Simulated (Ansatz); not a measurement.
In a free triangular strip chain of Cu atoms, spin-degenerate bands cross the Fermi level 2 times between Γ and the zone edge.

These are PBE (plane waves to 420 eV, PAW; Ansatz, a program for electronic structure) values and carry that method's errors. Mesh 1×1×122. No spin polarisation, so a magnetic state wasn't tested. Periodic along z alone, with about 11 Å of vacuum beside it. A hypothetical model. Only distortions within the start's symmetry and period were free. Pairing along the axis, which can open a gap, is among the distortions not tried.

Task: What are the conductance and the two-terminal resistance of a perfect, endless piece?

Result: Each crossing on the half of the zone with k > 0 has a partner at −k, so it gives one mode in each direction. Counting spin there are 4 modes, each carrying e²/h = 38.74 μS. G = 4 × 38.74 = 155.0 μS and R = 1/G = 6.45 kΩ, whatever the length. Scattering by phonons, roughness and contacts can only raise R.
